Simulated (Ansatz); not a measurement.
An Ansatz (a program for electronic structure) input (DFT with PBE-D3(BJ), PAW potentials and a 420 eV plane-wave cutoff in Ansatz, scalar-relativistic without spin-orbit coupling, earlier PAW set):

Ansatz 0.2 input:
```yaml
crystal:
  lattice:
    - [3.9052362226, 0, 0]
    - [0, 3.9052362226, 0]
    - [0, 0, 4.7145448216]
  atoms:
    - { symbol: Sn, position: [0.5, 0, 0.2434311402] }
    - { symbol: Sn, position: [0, 0.5, 0.7565688598] }
    - { symbol: O, position: [0, 0, 0] }
    - { symbol: O, position: [0.5, 0.5, 0] }
basis: { ecutwfc: 420, ecutrho_ratio: 4, xc_grid: 2, fft_grid_basis: typed }
kpoints: { mp_grid: { grid: [12, 12, 10] } }
hamiltonian:
  xc: pbe
  dispersion: d3bj
  pseudopotentials: { azcp: { folder: ./paw }, kind: paw }
scf: { occupations: { method: fermi_dirac, width: 0.05 } }
relax: { f_tol: 0.005, max_steps: 50, cell: { stress_tol: 0.01, fix: [a, b, gamma] } }
output: { forces: true, stress: true }
checkpoint: { write: state.ck, write_every: 1000 }
```

### Question
Which symmetry and how many k-points will the program report, and about how many plane waves at Γ?

### Answer
Space group P4/nmm (ITA 129) with 16 operations, k-points 168 of 1440, and 1399 plane waves at Γ.

### Question
And the final pressure?

### Answer
-1.86 GPa (compression positive).

The cells carry an imposed strain or load. Whether these cells are dynamically stable was not tested. The cell was made from SnO in the litharge type structure (space group P4/nmm, No. 129; layered, stacked along the Cartesian z axis) by this change: biaxial strain +1.80 %, plane normal [001], relaxed out of plane.
